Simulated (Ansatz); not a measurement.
Worked example: self-consistent single point of Al2Cu (I4mm, 3 atoms in the cell) in Ansatz (a quantum-chemistry and plane-wave program).

Method of the run: LDA (PW92), default PAW files made with PBE (plane waves; Ansatz).

The change in words: lattice scaled by 0.98; kpoints.mp_grid.grid: 11 11 11 → 38 38 38. Reference geometry:
```
CELL_PARAMETERS angstrom
     -2.02018     2.02018     2.83684
      2.02018    -2.02018     2.83684
      2.02018     2.02018    -2.83684
ATOMIC_POSITIONS crystal
  Al 0.75000 0.25000 0.50000
  Al 0.25000 0.75000 0.50000
  Cu 0.50881 0.50881 0.00000
```

Reference input (self-consistent single point, DFT, LDA (PW92), plane waves, default PAW files made with PBE): basis.ecutwfc = 420 eV; kpoints.mp_grid.grid = 11 11 11; hamiltonian.xc = lda; hamiltonian.pseudopotentials = {kind: paw} (the program's default PAW files); scf.occupations.method = gaussian; scf.occupations.width = 0.1 eV. This run's input differs from it in these lines:

Ansatz 0.2 input:
```diff
@@ -2,5 +2,5 @@
   lattice:
-    - [-2.020183, 2.020183, 2.836840]
-    - [2.020183, -2.020183, 2.836840]
-    - [2.020183, 2.020183, -2.836840]
+    - [-1.979779, 1.979779, 2.780103]
+    - [1.979779, -1.979779, 2.780103]
+    - [1.979779, 1.979779, -2.780103]
   atoms:
@@ -13,3 +13,3 @@
   mp_grid:
-    grid: [11, 11, 11]
+    grid: [38, 38, 38]
 hamiltonian:
```

Output, abridged:

```
SCF iter   1: F=—  HF=-7582.082046 eV  |F-HF|=—  |Δ(HF+E_count)|=         —  Δρ=9.47e-3  dr2=1.63e-2  ethr=1.77e-3  ⟨swp⟩=5.2  Hψ=338924  notcnv=0
all-band conjugate gradients solve this SCF's bands
preconditioner: auto → Kerker (q_TF=auto, 2.487 Å⁻¹)
SCF iter   2: F=—  HF=-7582.082080 eV  |F-HF|=—  |Δ(HF+E_count)|=   3.43e-5  Δρ=8.20e-3  dr2=2.47e-2  ethr=6.51e-5  ⟨swp⟩=2.0  Hψ=162235  notcnv=0  defer=1013
   [... lines left out ...]
SCF iter   5: F=—  HF=-7582.076758 eV  |F-HF|=—  |Δ(HF+E_count)|=   1.89e-5  Δρ=4.15e-4  dr2=4.99e-5  ethr=1.08e-7  ⟨swp⟩=2.1  Hψ=99731  notcnv=0  defer=1006
SCF iter   6: F=—  HF=-7582.076748 eV  |F-HF|=—  |Δ(HF+E_count)|=   9.66e-6  Δρ=7.35e-5  dr2=1.56e-6  ethr=1.08e-7  ⟨swp⟩=2.1  Hψ=93545  notcnv=0  defer=1001
SCF iter   7: F=—  HF=-7582.076748 eV  |F-HF|=—  |Δ(HF+E_count)|=   4.47e-8  Δρ=1.40e-5  dr2=1.21e-7  ethr=6.24e-9  ⟨swp⟩=1.2  Hψ=70379  notcnv=0  defer=996
SCF iter   8: F=-7582.076748 eV  HF=-7582.076748 eV  |F-HF|=9.62e-10  |Δ(HF+E_count)|=   3.28e-8  Δρ=4.65e-6  dr2=7.61e-9  ethr=4.00e-10  ⟨swp⟩=4.8  Hψ=230171  notcnv=0
SCF 1 converged in 8 iterations: F = -7582.076748 eV  dr2 = 7.61e-9
Free energy (F): -7582.076748 eV
Internal energy: -7582.072712 eV  (E = F + TS)
E sigma→0 (E₀):  -7582.074730 eV
Entropy (-TS):   -0.004036 eV (-1.345 meV/atom)
Fermi energy:    10.153293 eV
--- Forces (eV/Å), atoms counted from 1 ---
  atom   1  Al     0.00000000     0.00000000     0.22420484
  atom   2  Al     0.00000000    -0.00000000     0.22420484
  atom   3  Cu    -0.00000000     0.00000000    -0.44841872
--- Stress (GPa, compression-positive) ---
        5.341490      -0.000000       0.000000
       -0.000000       5.341490       0.000000
        0.000000       0.000000       6.097931
  P = ⅓ Tr σ = 5.5936 GPa (55.936 kbar)
  The stress holds the Pulay correction. Without it, at fixed plane waves, as pw.x and ABINIT print it: P = 5.5192 GPa
```

The run converged in 8 iterations. Against the reference run the free energy goes up by 8.9 meV/atom, the pressure goes from -1.60 to 5.59 GPa and the largest force goes from 0.367 to 0.448 eV/Å.

The starting cell comes from a database of computed structures (which also holds hypothetical and non-ambient phases and stackings), without a prior relaxation at this level. Its lattice was rescaled by up to half a per cent. One atom was moved a little off its site on purpose. For this run, on top of that: lattice scaled by 0.98. Spin polarisation is off. With a pressure of about 6 GPa the cell is away from its equilibrium volume at this level. Ansatz's pressure includes its estimate of the finite-basis (Pulay) stress.

Cost on one core of a shared machine: roughly 5 min.
